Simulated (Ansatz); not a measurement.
**NbN: pressure 30 GPa**

The parent structure is NbN in the rock salt structure (space group Fm-3m, No. 225; a = 4.421 Å).

One thing is altered: cell and atoms relaxed at a pressure of 30 GPa.

Computed with PBE (Ansatz, an electronic-structure program; PAW; 420 eV plane waves; scalar-relativistic without spin-orbit coupling), earlier PAW set. k-mesh 18×18×18 (Γ-centred); smearing 0.05 eV (Fermi–Dirac).

```json
[
 {"quantity": "volume per atom", "base": "10.80 Å³", "changed": "9.96 Å³", "shift": "-0.847 Å³"},
 {"quantity": "density", "base": "8.22 g/cm³", "changed": "8.92 g/cm³", "shift": "+0.70 g/cm³"},
 {"quantity": "lattice parameter a", "base": "4.421 Å", "changed": "4.302 Å", "shift": "-0.119 Å"},
 {"quantity": "shortest interatomic distance", "base": "2.211 Å", "changed": "2.151 Å", "shift": "-0.0593 Å"},
 {"quantity": "enthalpy H = E + PV relative to the base's energy", "base": "–", "changed": "+1.94 eV/atom", "shift": "–"},
 {"quantity": "band gap", "base": "zero", "changed": "zero", "shift": "–"}
]
```

Final structure:

```
CELL_PARAMETERS angstrom
      0.00000     2.15125     2.15125
      2.15125     0.00000     2.15125
      2.15125     2.15125     0.00000
ATOMIC_POSITIONS crystal
  N  0.00000 0.00000 0.00000
  Nb 0.50000 0.50000 0.50000
```

Cost of the whole job for the changed cell (relaxation, final SCF and bands): roughly 24 core-seconds.

Load acts through the strain it causes; cell and atoms are relaxed under it. Stability against distortions was not tested. No other phases were tried under pressure. The final runs are not spin-polarised.
